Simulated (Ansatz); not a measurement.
The starting structures come from a database of crystals and need not be the phases stable at ambient conditions.

 Where the default PAW files enter, the runs use the earlier of Ansatz's two default sets.

The decay constant κ of evanescent states in the gap governs leakage through a thin film.

Consider the following.

```xyz
12
Lattice="4.8127 0.0000 0.0000 0.0000 4.8719 0.0000 0.8629 0.0000 4.9666" Properties=species:S:1:pos:R:3 pbc="T T T"
Ti     4.0928     2.6932     3.5419
Ti     1.5828     2.1787     1.4247
Ti     2.0142     0.2573     3.9080
Ti     3.6614     4.6146     1.0586
O      3.5035     1.2551     4.8015
O      2.1721     3.6167     0.1650
O      2.6035     3.6911     2.6483
O      3.0721     1.1808     2.3183
O      4.8088     3.2981     1.7461
O      0.8668     1.5738     3.2205
O      0.4353     0.8622     0.7372
O      5.2403     4.0097     4.2293
```

Space group of this cell: P2_1/c. The cell is taken as given; by LDA its mean pressure is -10.6 GPa.

Transport runs along the normal of the first two printed cell vectors.

No gap correction and no spin-orbit coupling; mid-gap values are interpolated between computed energies.

**Question.** Give the band gap and the smallest decay constant κ at mid-gap that LDA run with Ansatz (a program for electronic structure) yields.

**Answer.** Gap 2.21 eV on a 6×6×6 mesh; κ = 0.395 1/Å, at (0.500, 0.333) of the in-plane reciprocal vectors. At the zone centre, at the nearest computed energy, the slowest state has κ = 0.40 1/Å.
